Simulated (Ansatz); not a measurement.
Functionals compared on a constructed model of the (100) surface of fcc Pd, a pseudomorphic layer of Mo in the host's stacking (bottom of the slab: a bare face, its two planes held), in Ansatz (plane waves, PAW). The structure was relaxed with PBE; the other rows are single points on it. Cutoff 420 eV (500 eV for r2SCAN).

Slab: 7 atoms, 12.2 Å thick at the start; k 13x13x1, smearing 0.1 eV, dipole-corrected; 2 atoms held, the rest relaxed; symmetry of the start imposed; no spin, no spin-orbit, no U. It is one candidate, not shown to be the stable structure of the face. These notes are the PBE run's.

```csv
functional,work function of the top face (eV),rough cost of the single point
PBE,4.93,–
RPBE,___,about 13 core-seconds (a rough figure)
r2SCAN,4.98,around 26 core-seconds (rough)
```

### Question
Some entries are withheld; supply them.

### Answer

- RPBE, work function of the top face (eV): 4.78

Ansatz is a program for electronic structure.
